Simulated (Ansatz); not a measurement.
The starting structures come from a database of crystals and need not be the phases stable at ambient conditions.

 Where the default PAW files enter, the runs use the earlier of Ansatz's two default sets.

Tunnelling through a barrier is set by its complex band structure: the current falls as exp(−2κd) with the smallest κ.

Input:

```
PbO
1.0
    5.54269     0.00000     0.00000
    0.00000     5.88393     0.00000
    0.00000     0.00000     4.79395
Pb O
4 4
Cartesian
  2.83115   4.30653   3.88193
  2.71154   1.57740   1.48496
  5.48288   4.30653   1.48496
  0.05980   1.57740   3.88193
  5.05044   3.76772   3.88202
  0.49225   2.11620   1.48504
  3.26359   3.76772   1.48504
  2.27909   2.11620   3.88202
```

Space group of this cell: Pbcm. The cell was relaxed by PBE-D3(BJ); by r2SCAN its mean pressure is -1.3 GPa.

Transport runs along the normal of the first two printed cell vectors.

No gap correction and no spin-orbit coupling; mid-gap values are interpolated between computed energies.

Task: Give the band gap and the smallest decay constant κ at mid-gap that r2SCAN (Ansatz, a first-principles code) yields.

Result: Gap 2.45 eV on a 6×6×6 mesh; κ = 0.207 1/Å, at (0.333, 0.500) of the in-plane reciprocal vectors. At the zone centre, at the nearest computed energy, the slowest state has κ = 0.34 1/Å.
